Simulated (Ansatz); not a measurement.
The reference is AlCo in the CsCl type structure (space group Pm-3m, No. 221; a = 2.825 Å; weakly magnetic (sensitive to the mesh); relaxed with 0.1 eV smearing).

The values are results of r2SCAN in Ansatz (plane waves to 500 eV, PAW, spin-orbit coupling left out), not measurements.

For the base:

| Quantity | Value |
|---|---|
| Pressure | 0.0 GPa |

Now apply this change: every lattice vector is stretched by 4.98 %, atoms relaxed at fixed cell.

Q: Estimate the effect on the pressure.

A: The pressure goes from zero to -19.8 GPa.

Q: What does the calculation give for the energy relative to the base after the change?

A: The energy goes up by 127 meV/atom.

Other magnetic orders, which the real material may have, were not ruled out. The cells carry an imposed strain or load. Whether these cells are dynamically stable was not tested. Seeded moments were not kept for the base.

Ansatz is an electronic-structure program.
